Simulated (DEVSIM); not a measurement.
# illuminated Si n-on-p cell, one wavelength

System: illuminated Si n-on-p cell, one wavelength, at 300 K.

```
layer (left to right)  material  thickness (μm)  Nd (cm⁻³)  Na (cm⁻³)  τn (s)  τp (s)  absorption coefficient (cm⁻¹)
---------------------  --------  --------------  ---------  ---------  ------  ------  -----------------------------
1                            Si           0.140     2.3e18          -  1.2e-5  8.5e-6                           2700
2                            Si            49.0          -     1.7e17  9.5e-5  9.5e-5                           2700
```

Left contact: ohmic, minority hole recombination velocity 1000 cm/s. Right contact: ohmic, minority electron recombination velocity 70 cm/s. Voltage is applied to the left contact. Recombination: SRH at mid-gap, radiative, Auger. Light enters at the left, 6.9e16 photons cm⁻² s⁻¹, one pass, no reflection. Mobility is constant in doping.

This is a model device: material constants are rounded textbook-type values typed into the input, and sizes, dopings and lifetimes were drawn at random. Values at 300 K.

```tsv
parameter	Si
gap (eV)	1.124
affinity (eV)	4.05
permittivity	11.7
Nc (cm⁻³)	2.86e19
Nv (cm⁻³)	3.1e19
μn (cm²/Vs)	1417
μp (cm²/Vs)	470
B (cm³/s)	4.7e-15
Cn (cm⁶/s)	2.8e-31
Cp (cm⁶/s)	9.9e-32
```

Simulated with DEVSIM: 1D drift-diffusion, Boltzmann statistics, complete ionisation; no tunnelling, impact ionisation, image-force lowering or self-heating.

```yaml
potential_step_across_the_device_at_zero_bias: 0.924 V
largest_field_in_the_device_at_zero_bias: 210000 V/cm
Dark forward voltage at 1 A/cm²: 0.812 V
Dark forward voltage at 100 A/cm²: 0.924 V
short_circuit_current: 11.0 mA/cm²
open_circuit_voltage: 0.695 V
fill_factor: 0.85
largest_power: 6.49 mW/cm²
share_of_generated_pairs_collected_at_short_circuit: 0.999
```

Small-signal capacitance in reverse bias (quasi-static):

| V (V) | C (nF/cm²) |
|---|---|
| 0.04 | 120 |
| 0.1 | 116 |
| 0.2 | 111 |
| 0.3 | 106 |
| 0.4 | 102 |

Current under light (generator sign):

| V (V) | J (mA/cm²) |
|---|---|
| 0.00 | 11.0 |
| 0.10 | 11.0 |
| 0.20 | 11.0 |
| 0.32 | 11.0 |
| 0.42 | 11.0 |
| 0.54 | 11.0 |
| 0.56 | 11.0 |
| 0.58 | 10.9 |
| 0.60 | 10.8 |
| 0.62 | 10.4 |
| 0.64 | 9.72 |
| 0.66 | 8.18 |
| 0.68 | 4.84 |
| 0.70 | -2.40 |
